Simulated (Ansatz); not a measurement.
Density of states of InBi (C2/c, 4 atoms in the cell).

```
InBi
1.0
    3.85089    -2.81418     0.00000
    3.85089     2.81418     0.00000
   -1.39773     0.00000     8.31685
In Bi
2 2
Direct
  0.00000   0.50000   0.00000
  0.50000   0.00000   0.50000
  0.58160   0.41840   0.25000
  0.41840   0.58160   0.75000
```

Computed with PBE (plane waves, PAW; Ansatz, an electronic-structure program).

SCF settings: basis.ecutwfc = 420 eV; kpoints.mp_grid.grid = 6 6 4; hamiltonian.xc = pbe; hamiltonian.pseudopotentials = {kind: paw} (the program's default PAW files); scf.occupations.method = fermi_dirac; scf.occupations.width = 0.1 eV. Keys of the DOS step: output.dos.nscf_kmesh.grid = 9 9 6; output.dos.method = {smearing: {sigma: 0.1}} eV.

The starting cell was generated: these elements placed on a structure prototype, without a prior relaxation; it need not be a known phase or ordering of this composition. Spin-orbit coupling is off.

Total DOS (both spins), as means of the tabulated values in each energy bin; the zero is the program's Fermi level or highest filled level, and the curve is cut to this window:

```
E (eV) | states/eV/cell
    -7.75 |  0.00
    -7.25 |  0.00
    -6.75 |  0.00
    -6.25 |  0.00
    -5.75 | # 0.07
    -5.25 | ######################### 2.88
    -4.75 | ######################### 2.81
    -4.25 | ################# 1.90
    -3.75 | ### 0.31
    -3.25 | # 0.07
    -2.75 | ######## 0.91
    -2.25 | ######################### 2.86
    -1.75 | ############################# 3.31
    -1.25 | ########################## 2.97
    -0.75 | ############################# 3.33
    -0.25 | ###################### 2.48
     0.25 | ############################## 3.39
     0.75 | ######################### 2.81
```

Around zero the curve holds about 3.0 states/eV/cell.

Keys are those of Ansatz 0.2.
